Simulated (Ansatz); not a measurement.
The parent structure is GaN in the wurtzite structure (space group P6_3mc, No. 186; a = 3.219 Å, c = 5.244 Å).

Computed with Ansatz (a program for electronic structure), PBE, PAW, cutoff 420 eV, spin-orbit coupling left out, earlier PAW set.

Its conduction minimum is a single valley at Γ with mass 0.15 mₑ.

Perturbation: 0.329 electrons added to each cell, a density of 7.0×10^21 cm⁻³, with a uniform compensating background at fixed cell and a 300 K Fermi–Dirac width.

Task: Where would a parabolic band put the Fermi level, and where does the calculation put it?

Result: k_F = (3π²n)^(1/3) = 0.592 Å⁻¹, so ħ²k_F²/2m = 8.7 eV above the band edge at zero temperature. The calculation gives 2.45 eV (to 0.05 eV): the band is strongly non-parabolic or higher valleys fill at this density.

Charged cell with a jellium background: band edges are those of the host's band count, energies are not comparable with the neutral cell, and many-body gap narrowing is missing. The levels and masses belong to the bands next to the band gap. Effective masses come from finite differences of ±0.01 Å⁻¹. Stability against distortions was not tested.
